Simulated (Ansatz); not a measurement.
Consider Os in the hcp (Mg type) structure (space group P6_3/mmc, No. 194; a = 2.7543 Å, c = 4.3474 Å; relaxed with 0.1 eV smearing).

All numbers come from PBE (Ansatz, a program for electronic structure; PAW; 420 eV plane waves; scalar-relativistic without spin-orbit coupling).

Strains are applied to the cell and any free atomic positions relax.

One change was made to it. Results:

The pressure (mean of the normal stresses, compression positive) goes from zero to 6.2 GPa; the band gap stays zero; the energy goes up by 4.1 meV/atom.

Q: Which of these changes matches the shifts?
A) isotropic strain −2.50 %
B) isotropic strain +0.50 %
C) isotropic strain −0.50 %

A: C, isotropic strain −0.50 %. For comparison, the pressure in the other runs: isotropic strain −2.50 % gives 36.2 GPa; isotropic strain +0.50 % gives -5.7 GPa.

Whether these cells are dynamically stable was not tested. All final runs are without spin polarisation.
